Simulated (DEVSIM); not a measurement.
Structure: illuminated Si p-on-n cell, one wavelength, with a back-surface field, at 250 K.

Layer 1 from the left is Si, thickness (μm) 0.420, Na (cm⁻³) 1.5e18, τn (s) 2e-6, τp (s) 2.2e-6, absorption coefficient (cm⁻¹) 6400. Layer 2 from the left is Si, thickness (μm) 81.0, Nd (cm⁻³) 5.1e16, τn (s) 3.1e-5, τp (s) 3.1e-5, absorption coefficient (cm⁻¹) 6400. Layer 3 from the left is Si, thickness (μm) 0.520, Nd (cm⁻³) 1.3e18, τn (s) 3.1e-5, τp (s) 9.3e-7, absorption coefficient (cm⁻¹) 6400.

Left contact: ohmic, minority electron recombination velocity 4e6 cm/s. Right contact: ohmic, minority hole recombination velocity 9000 cm/s. Voltage is applied to the left contact. Recombination: SRH at mid-gap, radiative, Auger. Light enters at the left, 1.3e18 photons cm⁻² s⁻¹, one pass, no reflection. Mobility is constant in doping.

Constants are typed, rounded textbook-type inputs, not results; the design itself was drawn at random and stands for no fabricated device. Values at 300 K; Nc and Nv go as T^1.5, mobilities as T to minus their exponent, the gap by Varshni's rule with the affinity fixed.

Si: gap (eV) 1.124, affinity (eV) 4.05, permittivity 11.7, Nc (cm⁻³) 2.86e19, Nv (cm⁻³) 3.1e19, μn (cm²/Vs) 1417, μp (cm²/Vs) 470, T exponent of μn 2.3, T exponent of μp 2.2, B (cm³/s) 4.7e-15, Cn (cm⁶/s) 2.8e-31, Cp (cm⁶/s) 9.9e-32, Varshni α (eV/K) 0.000473, Varshni β (K) 636.

DEVSIM, 1D drift-diffusion, Boltzmann statistics, complete ionisation; no tunnelling, impact ionisation, image-force lowering or self-heating.

Problem. What does the simulation give for the share of generated pairs collected at short circuit, the short-circuit current, the open-circuit voltage, the dark forward voltage at 100 A/cm²?

Solution. share of generated pairs collected at short circuit 0.901; short-circuit current 188 mA/cm²; open-circuit voltage 0.719 V; dark forward voltage at 100 A/cm² 0.886 V.
